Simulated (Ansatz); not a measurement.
Base system: InP in the zinc blende structure (space group F-43m, No. 216; a = 5.8269 Å). Axes: x, y, z lie along the cube axes.

The values are results of LDA (Ansatz, an electronic-structure program; PAW; 420 eV plane waves; no spin-orbit coupling), not measurements.

Perturbation: the cell is scaled by 1.0200 in all directions, atoms relaxed at fixed cell.

Predict the stress tensor and what it implies for the stiffness.

Stress of the strained cell less that of the base (GPa, compression positive):
```
  -3.68    0.00    0.00
   0.00   -3.68    0.00
   0.00    0.00   -3.68
```

Then B = −ΔP/(ΔV/V₀) with ΔV/V₀ = 0.0612 gives secant stiffness values (nonlinear terms included at this strain): B ≈ 60 GPa.

As a check, the harmonic strain energy −½ V₀ Δσ:ε is 17 meV/atom; the computed energy rise is 18 meV/atom.

Whether these cells are dynamically stable was not tested.
